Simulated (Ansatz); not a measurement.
**NbSi2: pressure series**

Take NbSi2 (space group P6_422, No. 181; a = 4.794 Å, c = 6.586 Å) as the base.

Cell and atoms are relaxed at each pressure.

Calculations: r2SCAN, PAW, 500 eV (Ansatz, a first-principles code; no spin-orbit coupling), earlier PAW set.

| case | density | shortest interatomic distance | c/a ratio |
|---|---|---|---|
| base | 5.67 g/cm³ | 2.560 Å | 1.374 |
| pressure −2 GPa | 5.60 g/cm³ | 2.568 Å | 1.372 |
| pressure −1 GPa | 5.64 g/cm³ | 2.563 Å | 1.373 |
| pressure 3 GPa | 5.76 g/cm³ | 2.548 Å | 1.376 |
| pressure 7 GPa | 5.87 g/cm³ | 2.534 Å | 1.379 |
| pressure 15 GPa | 6.08 g/cm³ | 2.509 Å | 1.383 |
| pressure 30 GPa | 6.42 g/cm³ | 2.469 Å | 1.390 |
| pressure 50 GPa | 6.82 g/cm³ | 2.427 Å | 1.395 |
| pressure 75 GPa | 7.24 g/cm³ | 2.384 Å | 1.400 |
| pressure 100 GPa | 7.61 g/cm³ | 2.349 Å | 1.404 |

Load acts through the strain it causes; cell and atoms are relaxed under it. Whether these cells are dynamically stable was not tested. Competing high-pressure phases were not computed. All final runs are without spin polarisation. An odd electron count without spin: NbSi2.
